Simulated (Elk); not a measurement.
## Worked example: self-consistent single point of BiP (R3m, 2 atoms in the cell) in Elk

Method: PBE, all-electron FP-LAPW, Elk's shipped species files, default APW+lo basis run with Elk.

Input:

```
tasks
  0

xctype
  20

rgkmax
  7.0

rmtscf
  0.98

stype
  1

swidth
  0.00999582

avec
    3.8260929283    2.2089953556    6.5483414719
   -3.8260929283    2.2089953556    6.5483414719
    0.0000000000   -4.4179919906    6.5483410403

atoms
  2   : nspecies
  'Bi.in'   : spfname
  1   : natoms; atposl, bfcmt below
  0.7624000000  0.7624000000  0.7624000000    0.0 0.0 0.0
  'P.in'   : spfname
  1   : natoms; atposl, bfcmt below
  0.2376000000  0.2376000000  0.2376000000    0.0 0.0 0.0

ngridk
  7 7 7
```

Log, with long lists cut:

```
│ Elk code version 10.2.4 │

All units are atomic (Hartree, Bohr, etc.)

│ Ground-state run starting from atomic densities │

Lattice vectors :
   3.826092928       2.208995356       6.548341472
  -3.826092928       2.208995356       6.548341472
   0.000000000      -4.417991991       6.548341040

Unit cell volume      :    332.0725366
Brillouin zone volume :   0.7469759950

Muffin-tin inner radius fraction :   0.1000000000E-01

Nuclei treated as point charges

Species :    1 (Bi)
 parameters loaded from : Bi.in
 name : bismuth
 nuclear charge    :   -83.00000000
 electronic charge :    83.00000000
 atomic mass :    380947.9282
 muffin-tin radius :    2.744000000
 number of radial points in muffin-tin :    697
 atomic positions (lattice), magnetic fields (Cartesian) :
   1 :   0.00000000  0.00000000  0.00000000    0.00000000  0.00000000  0.00000000

Species :    2 (P)
 parameters loaded from : P.in
 name : phosphorus
 nuclear charge    :   -15.00000000
 electronic charge :    15.00000000
 atomic mass :    56461.71226
 muffin-tin radius :    2.156000000
 number of radial points in muffin-tin :    397
 atomic positions (lattice), magnetic fields (Cartesian) :
   1 :   0.47520000  0.47520000  0.47520000    0.00000000  0.00000000  0.00000000

Total number of atoms per unit cell :    2

Spin treatment :
 spin-unpolarised

Number of Bravais lattice symmetries :   12
Number of crystal symmetries         :    6
Crystal has no inversion symmetry
Complex Hermitian eigensolver will be used

k-point grid :      7     7     7
k-point offset :    0.000000000       0.000000000       0.000000000
k-point set is reduced with full crystal symmetry group
Total number of k-points :       84

Muffin-tin radius times maximum |G+k| :    7.000000000
 using average radius
Maximum |G+k| for APW functions       :    2.857142857
Maximum (1/2)|G+k|²                   :    4.081632653
Maximum |G| for potential and density :    12.00000000
 potential will be trimmed for |G| > 2 gkmax
Constant for pseudocharge density :    8
Radial integration step length :    4

G-vector grid sizes :     32    32    32
Number of G-vectors :     9733

Maximum angular momentum used for
 APW functions                      :    8
 outer part of muffin-tin           :    6
 inner part of muffin-tin           :    1

Total nuclear charge    :   -98.00000000
Total core charge       :    78.00000000
Total valence charge    :    20.00000000
Total excess charge     :    0.000000000
Total electronic charge :    98.00000000

Effective Wigner radius, rₛ :   0.9317643533

Number of empty states         :    8
Total number of valence states :   18
Total number of core states    :   78

Total number of local-orbitals :   20

Exchange-correlation functional :     20     0     0
 Perdew-Burke-Ernzerhof, Phys. Rev. Lett. 77, 3865 (1996)
 gradient requirement :    1
 generalised gradient approximation (GGA)

Smearing type :    1
 Methfessel-Paxton order 1, Phys. Rev. B 40, 3616 (1989)
Smearing width :   0.9995820000E-02
Effective electronic temperature (K) :    3156.430308

Mixing type :    3
 Broyden mixing, J. Phys. A: Math. Gen. 17, L317 (1984)

Kohn-Sham potential initialised from atomic data

│ Self-consistent loop started │
│ Loop number : 1 │
 total energy                :     -21927.6113688
│ Loop number : 2 │
 total energy                :     -21927.7308961
RMS change in Kohn-Sham potential (target) :   0.4124655464     (  0.1000000000E-05)
Absolute change in total energy (target)   :   0.1195272527     (  0.1000000000E-03)
│ Loop number : 3 │
 total energy                :     -21927.3513431
RMS change in Kohn-Sham potential (target) :   0.3833711659     (  0.1000000000E-05)
Absolute change in total energy (target)   :   0.3496711192     (  0.1000000000E-03)
│ Loop number : 4 │
 total energy                :     -21925.4460549
RMS change in Kohn-Sham potential (target) :   0.1703466505     (  0.1000000000E-05)
Absolute change in total energy (target)   :    1.992706052     (  0.1000000000E-03)
│ Loop number : 5 │
 total energy                :     -21924.4451615
RMS change in Kohn-Sham potential (target) :   0.5191486391E-01 (  0.1000000000E-05)
Absolute change in total energy (target)   :    1.499069915     (  0.1000000000E-03)
│ Loop number : 6 │
 total energy                :     -21924.0170402
RMS change in Kohn-Sham potential (target) :   0.1242819419E-01 (  0.1000000000E-05)
Absolute change in total energy (target)   :   0.8028887898     (  0.1000000000E-03)
│ Loop number : 7 │
 total energy                :     -21923.8797484
RMS change in Kohn-Sham potential (target) :   0.6753852073E-03 (  0.1000000000E-05)
Absolute change in total energy (target)   :   0.3380139515     (  0.1000000000E-03)
│ Loop number : 8 │
 total energy                :     -21923.8569841
RMS change in Kohn-Sham potential (target) :   0.3922634430E-03 (  0.1000000000E-05)
Absolute change in total energy (target)   :   0.1072677901     (  0.1000000000E-03)
│ Loop number : 9 │
 total energy                :     -21923.8413912
RMS change in Kohn-Sham potential (target) :   0.1540637891E-03 (  0.1000000000E-05)
Absolute change in total energy (target)   :   0.4240979702E-01 (  0.1000000000E-03)
│ Loop number : 10 │
 total energy                :     -21923.8382805
RMS change in Kohn-Sham potential (target) :   0.8232277391E-04 (  0.1000000000E-05)
Absolute change in total energy (target)   :   0.1371316238E-01 (  0.1000000000E-03)
│ Loop number : 11 │
 total energy                :     -21923.8360490
RMS change in Kohn-Sham potential (target) :   0.6336791401E-05 (  0.1000000000E-05)
Absolute change in total energy (target)   :   0.5659788232E-02 (  0.1000000000E-03)
│ Loop number : 12 │
 total energy                :     -21923.8358066
RMS change in Kohn-Sham potential (target) :   0.1415997861E-05 (  0.1000000000E-05)
Absolute change in total energy (target)   :   0.1657393022E-02 (  0.1000000000E-03)
│ Loop number : 13 │
 total energy                :     -21923.8357262
RMS change in Kohn-Sham potential (target) :   0.1204234781E-05 (  0.1000000000E-05)
Absolute change in total energy (target)   :   0.4947351954E-03 (  0.1000000000E-03)
│ Loop number : 14 │
 total energy                :     -21923.8356395
RMS change in Kohn-Sham potential (target) :   0.2624411036E-06 (  0.1000000000E-05)
Absolute change in total energy (target)   :   0.2104281557E-03 (  0.1000000000E-03)
│ Loop number : 15 │
 total energy                :     -21923.8356133
RMS change in Kohn-Sham potential (target) :   0.4669309080E-07 (  0.1000000000E-05)
Absolute change in total energy (target)   :   0.7873162031E-04 (  0.1000000000E-03)
Convergence targets achieved

│ Loop number : 16 │

Energies :
 Fermi                       :     0.266347176011
 sum of eigenvalues          :     -13562.2679236
 electron kinetic            :      25588.9202895
 core electron kinetic       :      25432.2810415
 Coulomb                     :     -47090.6521059
 Coulomb potential           :     -38599.2823250
 nuclear-nuclear             :     -1370.53730245
 electron-nuclear            :     -52840.9472818
 Hartree                     :      7120.83247840
 Madelung                    :     -27791.0109434
 xc potential                :     -551.905888127
 exchange                    :     -416.426695670
 correlation                 :     -5.67709745227
 total energy                :     -21923.8356095

Density of states at Fermi energy :    1.150717346
 (states/Hartree/unit cell)

Estimated indirect band gap :   0.2116941436E-01
 from k-point     51 to k-point      5
Estimated direct band gap   :   0.2866807601E-01
 at k-point      5

Charges :
 core                        :    78.00000000
 valence                     :    20.00000000
 interstitial                :    3.855353944
 muffin-tins (core leakage)
  species :    1 (Bi)
   atom    1                 :    81.02424825     (  0.8975278059E-03)
  species :    2 (P)
   atom    1                 :    13.12039781     (  0.3938044211E-03)
 total in muffin-tins        :    94.14464606
 total calculated charge     :    97.99440133
 total charge                :    98.00000000
 error                       :   0.5598672981E-02

│ Self-consistent loop stopped │
```

The run converged in 16 iterations. The count includes the last loop, which Elk runs after its targets are met.

The starting cell was generated: these elements placed on a structure prototype, without a prior relaxation; it need not be a known phase or ordering of this composition. Spin-orbit coupling is off. Values depend on the basis (sphere radii, cutoffs, local orbitals), which need not be converged. The run gives no clean gap (levels at the Fermi energy touch, overlap or are partly filled at this smearing), which alone does not show that the compound is a metal. The log's line on a gap gives a spacing of levels on this mesh, which the program prints for metals too.
